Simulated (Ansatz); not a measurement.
# HfO2, response to strain

The reference is HfO$_{2}$ (space group P4_2/nmc, No. 137; a = 3.5671 Å, c = 5.1660 Å). Axes: x, y, z lie along a, b, c of the conventional cell.

Strains are applied to the cell and any free atomic positions relax; under biaxial strain the out-of-plane vector relaxes too.

Calculations: Kohn–Sham DFT with the PBEsol functional, run in Ansatz (a quantum-chemistry and plane-wave program) with PAW and 420 eV plane waves, spin-orbit coupling left out.

Notes on the quantities. pressure: mean of the normal stresses, compression positive.

| variant | pressure | volume per atom | gap character |
|---|---|---|---|
| base | 0.00 GPa | 10.96 Å³ | indirect, A → Γ |
| biaxial strain −2.42 %, plane normal [001], relaxed out of plane | … | … | indirect, A → Γ |
| biaxial strain −1.23 %, plane normal [001], relaxed out of plane | 5.05 GPa | 10.75 Å³ | indirect, A → Γ |
| biaxial strain −0.14 %, plane normal [001], relaxed out of plane | 0.55 GPa | 10.93 Å³ | indirect, A → Γ |
| isotropic strain +1.49 % | -8.30 GPa | 11.45 Å³ | indirect, k = (0.222, 0.222, 0) in the run's primitive reciprocal basis → Γ |
| uniaxial strain ε_xx = +2.79 % | -5.97 GPa | 11.26 Å³ | indirect, k = (1/3, 0.111, 0) in the run's primitive reciprocal basis → Γ |
| uniaxial strain ε_xx = +5.25 % | -10.34 GPa | 11.53 Å³ | indirect, k = (1/3, 0.111, 0) in the run's primitive reciprocal basis → Γ |
| uniaxial strain ε_zz = −2.61 % | 4.68 GPa | 10.67 Å³ | indirect, M–Γ (63 % along) → Γ |
| tensor shear ε_xy = −0.91 % | 0.01 GPa | 10.95 Å³ | indirect, k = (0, 0, 0.429) in the run's primitive reciprocal basis → Γ |

Q: Some entries are withheld; estimate them.

A: 
- biaxial strain −2.42 %, plane normal [001], relaxed out of plane, pressure: 10.27 GPa
- biaxial strain −2.42 %, plane normal [001], relaxed out of plane, volume per atom: 10.57 Å³

Spin-orbit coupling, missing from the scalar runs, can matter with Hf. Whether these cells are dynamically stable was not tested. This is not the structure that HfO2 has at room temperature and ambient pressure. Labels are those of the standard path for the cell's own space group.
